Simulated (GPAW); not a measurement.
GPAW run on Y (P6_3/mmc, 2 atoms in the cell): self-consistent single point.

Level of theory: PBEsol, GPAW PAW datasets PBEsol (made by gpaw-setup) (plane waves; GPAW 25.7.0).

```xyz
2
Lattice="3.6524 0.0000 0.0000 -1.8262 3.1631 0.0000 0.0000 0.0000 5.8950" Properties=species:S:1:pos:R:3 pbc="T T T"
Y      0.0000     2.1087     1.4738
Y      1.8262     1.0544     4.4213
```
Moments meant for the start (each program seeds them in its own way; μB, in the order of the atoms Y Y): 1.0 1.0.

Reference input (self-consistent single point, DFT PBE, plane waves, GPAW PAW datasets PBE (gpaw-data 1.0.1)): spinpol = true; mode = pw; ecut = 600 eV; xc = PBE; kpts = 11 11 6; mesh shift (steps) = 0 0 0; occupations.name = fermi-dirac; occupations.width = 0.1 eV; nbands = -8; convergence.density = 1e-05 e/electron; symmetry.symmorphic = false; symmetry.tolerance = 0.0005. This run's input differs from it in these lines:

```diff
@@ -16,3 +16,3 @@
             mode=PW(600),
-            xc='PBE',
+            xc='PBEsol',
             kpts={'size': (11, 11, 6), 'gamma': True},
```

Its files differ too (potentials: GPAW PAW datasets PBEsol (made by gpaw-setup)).

Output (repeated stretches shortened):

```
     iter     time        total  log10-change:  magmom
                         energy   eigst   dens
iter:   1 --:--:--   -10.097541                   +1.9928
iter:   2 --:--:--   -10.177544   -1.70  -1.46    +1.3426
iter:   3 --:--:--   -10.066855   -1.43  -1.48    +0.8354
iter:   4 --:--:--   -10.095874   -2.04  -2.02    +0.7457
iter:   5 --:--:--   -10.074101   -2.67  -2.16    +0.5668
iter:   6 --:--:--   -10.077499   -3.42  -2.27    +0.3625
iter:   7 --:--:--   -10.078778c  -3.44  -3.10    +0.0304
iter:   8 --:--:--   -10.078930c  -4.45  -3.05    +0.0072
iter:   9 --:--:--   -10.078876c  -4.94  -2.98    -0.0088
   [... lines left out ...]
iter:  14 --:--:--   -10.078801c  -6.81  -4.13    -0.0008
iter:  15 --:--:--   -10.078802c  -8.08c -4.31    +0.0000
iter:  16 --:--:--   -10.078804c  -7.23  -4.35    +0.0001
iter:  17 --:--:--   -10.078804c  -8.48c -4.49    +0.0001
iter:  18 --:--:--   -10.078804c  -9.47c -4.58    +0.0001
iter:  19 --:--:--   -10.078804c  -8.62c -4.61    +0.0000
iter:  20 --:--:--   -10.078804c  -8.26c -4.66    +0.0000
iter:  21 --:--:--   -10.078804c  -8.79c -4.71    +0.0000
iter:  22 --:--:--   -10.078804c  -9.73c -4.92    -0.0000
iter:  23 --:--:--   -10.078804c  -9.19c -4.95    -0.0000
iter:  24 --:--:--   -10.078804c  -9.92c -5.06c   -0.0000
Converged after 24 iterations.

Dipole moment: (0.000000, -0.000000, 0.000000) |e|*Ang

Total magnetic moment: (0.000000, 0.000000, -0.000003)
Local magnetic moments:
   0 Y  ( 0.000000,  0.000000, -0.000000)
   1 Y  ( 0.000000,  0.000000, -0.000000)

Energy contributions relative to reference atoms: (reference = -184074.877445)

Kinetic:         -3.007925
Potential:       +3.492441
External:        +0.000000
XC:             -10.133989
Entropy (-ST):   -0.129538
Local:           -0.364563
SIC:             +0.000000
--------------------------
Free energy:    -10.143573
Extrapolated:   -10.078804

Spin contamination: 0.000000 electrons
Showing only first 2 kpts
                      Up                     Down
 Kpt  Band  Eigenvalues  Occupancy  Eigenvalues  Occupancy
  0     9      4.16596    1.00000      4.16596    1.00000
   [... lines left out ...]

Fermi level: 6.02745

No gap
No difference between direct/indirect transitions
Energy (eV): -10.078804

Forces in eV/Ang:
  0 Y     0.00000    0.00000   -0.00000
  1 Y     0.00000   -0.00000    0.00000

Stress tensor:
     0.015646    -0.000000     0.000000
    -0.000000     0.015646    -0.000000
     0.000000    -0.000000     0.026716
Stress (GPa, Voigt): [ 2.5068  2.5068  4.2804 -0.      0.     -0.    ]
```

The run converged in 24 iterations. GPAW prints stress with tension positive. Against the reference run the pressure goes from -1.30 to -3.10 GPa.

The starting cell comes from a database of computed structures (which also holds hypothetical and non-ambient phases and stackings), without a prior relaxation at this level. Its lattice was rescaled by a random factor within 2.5 % of one. The starting moments vanished: the run ended non-magnetic. With a pressure of about -3 GPa the cell is away from its equilibrium volume at this level.

Cost on one core of a shared machine: roughly 5 min.
